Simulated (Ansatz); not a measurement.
The reference is Au in the fcc (Cu type) structure (space group Fm-3m, No. 225; a = 4.048 Å; relaxed with 0.1 eV smearing).

Level of theory: LDA/PAW in Ansatz (an electronic-structure program), spin-orbit coupling left out.

Before the change:

- Pressure = 0.0 GPa

Modification: an isotropic linear strain of −2.50 %; the atoms relax in the strained cell.

What happens to the energy relative to the base and pressure?

The energy increases by 64 meV/atom; the pressure goes from zero to 18.3 GPa.

No phonon test of stability was made.
